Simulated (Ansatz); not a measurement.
**One base run on CrO2 (P4_2/mnm, 6 atoms in the cell) and variants with one or two settings moved**

```
CrO2
1.0
    4.42330     0.00000     0.00000
    0.00000     4.42330     0.00000
    0.00000     0.00000     2.92321
Cr O
2 4
Direct
  0.00000   0.00000   0.50000
  0.50000   0.50000   0.00000
  0.19726   0.19726   0.00000
  0.80274   0.80274   0.00000
  0.30274   0.69726   0.50000
  0.69726   0.30274   0.50000
```
Moments meant for the start (each program seeds them in its own way; μB, in the order of the atoms Cr Cr O O O O): 3.0 3.0 0.0 0.0 0.0 0.0.

Base run A: PBE+U, PAW files run with Ansatz (a program for electronic structure), self-consistent single point.

Its settings: basis.ecutwfc = 30.9 Ry; kpoints.mp_grid.grid = 6 6 9; hamiltonian.xc = pbe; hamiltonian.pseudopotentials = {kind: paw} (the program's default PAW files); hamiltonian.hubbard.sites = [{species: Cr, l: d, u_eff: 3.7}] eV; hamiltonian.hubbard.projectors = ortho-atomic; magnetization.spin_polarized = true; scf.occupations.method = cold; scf.occupations.width = 0.0147 Ry.

The starting cell comes from a database of computed structures (which also holds hypothetical and non-ambient phases and stackings), without a prior relaxation at this level. Its lattice was rescaled by a random factor within 2.5 % of one. The magnetic order is the one reached from the typed start; others were not searched systematically. With U or open f shells several self-consistent states can exist. In the base run, with a pressure of about 9 GPa the cell is away from its equilibrium volume at this level. Ansatz's pressure includes its estimate of the finite-basis (Pulay) stress.

ΔF is the free energy per atom less that of run A. A dash stands where there is no value to compare (another energy zero or no entropy term, no result, no spin, no clean gap, or a mesh too coarse for one). Absolute energies have different zeros for different potentials, functionals, Hubbard and dispersion terms and are not compared across them.

These are the values that this program gave, and no reference: magnets with a U can end in a higher state.

```json
[
 {"run": "A", "change": "base", "ΔF (meV/atom)": "0.00", "pressure (GPa)": "9.45", "largest force (eV/Å)": "0.068", "size of the net moment (μB/atom)": "0.67", "Hubbard energy (eV/atom)": "0.941", "k-points": "50", "valence electrons": "52"},
 {"run": "B", "change": "scf.occupations.method: cold → gaussian; scf.occupations.width: 0.0147 Ry → 0.0037 Ry", "ΔF (meV/atom)": "-0.06", "pressure (GPa)": "9.48", "largest force (eV/Å)": "0.058", "size of the net moment (μB/atom)": "0.67", "Hubbard energy (eV/atom)": "0.941", "k-points": "50", "valence electrons": "52"},
 {"run": "C", "change": "kpoints.mp_grid.grid: 6 6 9 → 4 4 5; kpoints.mp_grid.shift: default → 0.5 0.5 0.5", "ΔF (meV/atom)": "0.30", "pressure (GPa)": "9.41", "largest force (eV/Å)": "0.042", "size of the net moment (μB/atom)": "0.67", "Hubbard energy (eV/atom)": "0.942", "k-points": "9", "valence electrons": "52"},
 {"run": "D", "change": "hamiltonian.hubbard.sites: [{species: Cr, l: d, u_eff: 3.7}] eV → [{species: Cr, l: d, u_eff: 3.0}] eV", "ΔF (meV/atom)": "–", "pressure (GPa)": "7.61", "largest force (eV/Å)": "0.058", "size of the net moment (μB/atom)": "0.67", "Hubbard energy (eV/atom)": "0.787", "k-points": "50", "valence electrons": "52"},
 {"run": "E", "change": "crystal.symmetry.detect: default → false", "ΔF (meV/atom)": "0.00", "pressure (GPa)": "9.45", "largest force (eV/Å)": "0.068", "size of the net moment (μB/atom)": "0.67", "Hubbard energy (eV/atom)": "0.941", "k-points": "164", "valence electrons": "52"},
 {"run": "F", "change": "hamiltonian.xc: pbe → rpbe [RPBE+U]", "ΔF (meV/atom)": "–", "pressure (GPa)": "15.86", "largest force (eV/Å)": "0.094", "size of the net moment (μB/atom)": "0.67", "Hubbard energy (eV/atom)": "0.931", "k-points": "50", "valence electrons": "52"},
 {"run": "G", "change": "2 x 1 x 1 supercell, mesh divided to match; kpoints.mp_grid.grid: 6 6 9 → 3 6 9", "ΔF (meV/atom)": "0.00", "pressure (GPa)": "9.45", "largest force (eV/Å)": "0.068", "size of the net moment (μB/atom)": "0.67", "Hubbard energy (eV/atom)": "0.941", "k-points": "40", "valence electrons": "104"},
 {"run": "H", "change": "scf.convergence.dr2_threshold: default (1e-07 eV) → 1e-05 eV", "ΔF (meV/atom)": "0.00", "pressure (GPa)": "9.46", "largest force (eV/Å)": "0.067", "size of the net moment (μB/atom)": "0.67", "Hubbard energy (eV/atom)": "0.941", "k-points": "50", "valence electrons": "52"},
 {"run": "I", "change": "scf.mixing.algorithm: default (the program chose MSR1) → anderson; scf.mixing.ndim: default → 1", "ΔF (meV/atom)": "0.00", "pressure (GPa)": "9.45", "largest force (eV/Å)": "0.068", "size of the net moment (μB/atom)": "0.67", "Hubbard energy (eV/atom)": "0.941", "k-points": "50", "valence electrons": "52"},
 {"run": "J", "change": "scf.mixing.preconditioner: default (the program chose Kerker) → kerker; scf.mixing.q_tf: default → 0.2", "ΔF (meV/atom)": "0.00", "pressure (GPa)": "9.45", "largest force (eV/Å)": "0.068", "size of the net moment (μB/atom)": "0.67", "Hubbard energy (eV/atom)": "0.941", "k-points": "50", "valence electrons": "52"},
 {"run": "K", "change": "scf.mixing.algorithm: default (the program chose MSR1) → broyden; scf.mixing.beta_mag: default → 2", "ΔF (meV/atom)": "0.00", "pressure (GPa)": "9.45", "largest force (eV/Å)": "0.068", "size of the net moment (μB/atom)": "0.67", "Hubbard energy (eV/atom)": "0.941", "k-points": "50", "valence electrons": "52"}
]
```

Run B against A: The free energy stays essentially unchanged (within 1 meV/atom), the pressure moves little (9.45 to 9.48 GPa), the largest force goes from 0.068 to 0.058 eV/Å and the size of the net moment stays at 0.67 μB/atom.

Run F against A: The pressure goes from 9.45 to 15.86 GPa, the largest force goes from 0.068 to 0.094 eV/Å and the size of the net moment stays at 0.67 μB/atom.

Keys are those of Ansatz 0.2.
